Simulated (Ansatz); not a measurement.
Several settings converged on WC (P3m1, 2 atoms in the cell)

```xyz
2
Lattice="1.4623 -2.5327 0.0000 1.4623 2.5327 0.0000 0.0000 0.0000 2.8542" Properties=species:S:1:pos:R:3 pbc="T T T"
W      0.0000     0.0000     0.0500
C      1.4623     0.8442     1.4271
```

Base method: LDA (PW92), PAW files made with PBE (plane waves; Ansatz, a quantum-chemistry and plane-wave program).

Base settings: basis.ecutwfc = 420 eV; kpoints.mp_grid.grid = 13 13 12; hamiltonian.xc = lda; hamiltonian.pseudopotentials = {kind: paw} (the program's default PAW files); scf.occupations.method = gaussian; scf.occupations.width = 0.1 eV.

The count of work is k-points × plane waves × bands × iterations; it is no time. 

**The width of Fermi-Dirac smearing**

In this ladder: kpoints.mp_grid.grid = 21 21 20; scf.occupations.method = fermi_dirac.

Narrow widths need finer meshes than wide ones, so the last steps can hold mesh noise.

Only quantities that move along the ladder and can be compared are tabulated; pressure and forces are left out, as mesh noise rules them at narrow widths.

| scf.occupations.width | free energy less the last step's (meV/atom) | energy extrapolated to zero width less the last step's (meV/atom) |
|---|---|---|
| 1 eV | -510.58 | 123.55 |
| 0.5 eV | -90.55 | 20.43 |
| 0.3 eV | -26.43 | 3.92 |
| 0.2 eV | -10.36 | 0.77 |
| 0.1 eV | -2.00 | -0.05 |
| 0.05 eV | 0.00 | 0.00 |

Widest scf.occupations.width that holds the free energy within 5 meV/atom of the last step, with all finer ones: 0.1 eV; the step before is off by 10 meV/atom.

Widest scf.occupations.width that holds the energy extrapolated to zero width within 1 meV/atom of the last step, with all finer ones: 0.2 eV; the step before is off by 3.9 meV/atom.

The extrapolation to zero width removes most of the smearing's effect on the energy.

**The width of Methfessel-Paxton smearing**

In this ladder: kpoints.mp_grid.grid = 21 21 20; scf.occupations.method = methfessel_paxton.

Narrow widths need finer meshes than wide ones, so the last steps can hold mesh noise.

Only quantities that move along the ladder and can be compared are tabulated; pressure and forces are left out, as mesh noise rules them at narrow widths.

| scf.occupations.width | free energy less the last step's (meV/atom) |
|---|---|
| 1 eV | 12.47 |
| 0.5 eV | 0.91 |
| 0.3 eV | -0.05 |
| 0.2 eV | -0.05 |
| 0.1 eV | 0.01 |
| 0.05 eV | 0.00 |

Widest scf.occupations.width that holds the free energy within 5 meV/atom of the last step, with all finer ones: 0.5 eV; the step before is off by 12 meV/atom.

**The mesh under tetrahedron occupations**

In this ladder: scf.occupations.method = tetrahedron; scf.occupations.width = default.

Only quantities that move along the ladder and can be compared are tabulated.

| kpoints.mp_grid.grid | free energy less the last step's (meV/atom) | pressure (GPa) | largest difference of a force vector from the last step's (eV/Å) | count of work / last |
|---|---|---|---|---|
| 5 5 5 | 8.43 | -15.61 | 0.083 | 0.0084 |
| 7 7 6 | 5.30 | -15.66 | 0.052 | 0.018 |
| 8 8 7 | 0.14 | -15.88 | 0.035 | 0.024 |
| 10 10 9 | -0.42 | -15.92 | 0.013 | 0.045 |
| 13 13 11 | -0.21 | -15.98 | 0.003 | 0.087 |
| 16 16 14 | -0.07 | -16.00 | 0.000 | 0.16 |
| 19 19 17 | 0.08 | -16.01 | 0.001 | 0.27 |
| 24 24 21 | 0.02 | -16.02 | 0.000 | 0.51 |
| 30 30 27 | 0.00 | -16.03 | 0.000 | 1.0 |

Coarsest kpoints.mp_grid.grid that holds the forces within 0.02 eV/Å of the last step, with all finer ones: 10 10 9, at 0.045 of the last step's count of work; the step before is off by 0.035 eV/Å.

Coarsest kpoints.mp_grid.grid that holds the pressure within 0.2 GPa of the last step, with all finer ones: 8 8 7, at 0.024 of the last step's count of work; the step before is off by 0.37 GPa.

Coarsest kpoints.mp_grid.grid that holds the free energy within 2 meV/atom of the last step, with all finer ones: 8 8 7, at 0.024 of the last step's count of work; the step before is off by 5.3 meV/atom.

Two neighbours can agree and both be off: 5 5 5 and 7 7 6 differ by 0.05 GPa in the pressure, yet lie about 0.37 GPa from the last step.

On the base run: the starting cell has typed, rounded lattice constants, without a prior relaxation at this level. Its lattice was rescaled by up to half a per cent. One atom was moved a little off its site on purpose. Spin polarisation is off. In the base run, with a pressure of about -16 GPa the cell is away from its equilibrium volume at this level. Ansatz's pressure includes its estimate of the finite-basis (Pulay) stress.

Left out of this page: 4 runs of the series outside the window shown, repeating another row's setting, or not comparable.

Keys are those of Ansatz 0.2.
